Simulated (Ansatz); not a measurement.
Defect: Ga-vacancy pair (Ga on one host Al site, one Al site vacant) in wurtzite AlN, charge state -3. Level of theory: PBE, PAW (plane waves to 420 eV; Ansatz, an electronic-structure program).

72-site cell at the relaxed PBE lattice, the Γ point alone, smearing 0.01 eV, spin-restricted, no finite-size correction. Energies are static. The charge state is imposed; whether it is stable for some Fermi level was not computed. Forms of the defect that were not tried may lie lower. The start lies 0.036 eV above the lowest site run (PBE).

Barriers: single points on a 2×2×2 k-point mesh shifted by half a step along c at the bands' geometries (they differ from the bands' own by up to 0.17 eV, and are uncertain by about as much).

The step: a nearby Al atom hops onto the vacant site (Ga-vacancy distance between ideal sites 3.09 → 4.40 Å); the atom moves 3.04 Å along (0.00, -0.97, 0.00) of the unit cell; the moving atom starts with neighbours N at 1.80, N at 1.90, N at 1.92, N at 1.94 Å and ends with N at 1.80, 2 N at 1.91, N at 1.94 Å.

Q: Predict the migration barrier of this step from PBE, PAW.

A: 2.21 eV, the same both ways. At the saddle the moving atom has neighbours N at 1.77, N at 2.13, N at 2.20, 2 N at 2.26 Å. The program found a first-order saddle point.
